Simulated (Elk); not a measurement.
Band structure of HoPd (Pm-3m, 2 atoms in the cell).

```xyz
2
Lattice="3.5025 0.0000 0.0000 0.0000 3.5025 0.0000 0.0000 0.0000 3.5025" Properties=species:S:1:pos:R:3 pbc="T T T"
Ho     0.0000     0.0000     0.0000
Pd     1.7512     1.7512     1.7512
```
Moments meant for the start (each program seeds them in its own way; μB, in the order of the atoms Ho Pd): 4.0 0.0.

Method of the run: PBEsol, all-electron FP-LAPW, Elk's shipped species files, LAPW+lo basis in Elk.

Settings: xctype = 22; spinpol = true; rgkmax = 8; swidth = 0.00499791 Ha; ngridk = 6 6 6; reducebf = 0.8; gmaxvr = 14 1/bohr; nxoapwlo = 1; nempty = 12 per atom; maxscl = 100; bfcmt = [[0.0, 0.0, -4.0], [0.0, 0.0, 0.0]].

The starting cell comes from a database of computed structures (which also holds hypothetical and non-ambient phases and stackings), without a prior relaxation at this level. Its lattice was rescaled by a random factor within 2.5 % of one. Spin-orbit coupling is off. With one magnetic atom in the cell only a parallel order is possible. With U or open f shells several self-consistent states can exist. The f electrons are in the valence without U or exact exchange, which can misplace them near the Fermi level. Spin-orbit terms, which matter for f shells, are left out. Values depend on the basis (sphere radii, cutoffs, local orbitals), which need not be converged.

Levels in eV from the Fermi level, bands 18 to 25 of the first spin channel:
| point | 18 | 19 | 20 | 21 | 22 | 23 | 24 | 25 |
|---|---|---|---|---|---|---|---|---|
| Γ | -2.59 | -2.51 | -2.51 | -2.51 | 1.99 | 2.00 | 6.22 | 6.23 |
| X | -2.46 | -2.23 | -2.21 | -1.95 | -0.54 | 0.89 | 2.64 | 2.64 |
| M | -2.63 | -2.55 | -1.83 | -0.62 | 1.57 | 1.57 | 2.47 | 5.23 |
| R | -2.61 | -1.81 | -1.81 | -0.82 | -0.82 | -0.82 | 4.14 | 7.51 |

Bands cross the Fermi level along this path, so the cell is metallic at this level.

The net moment of the cell came out as 3.60 μB.
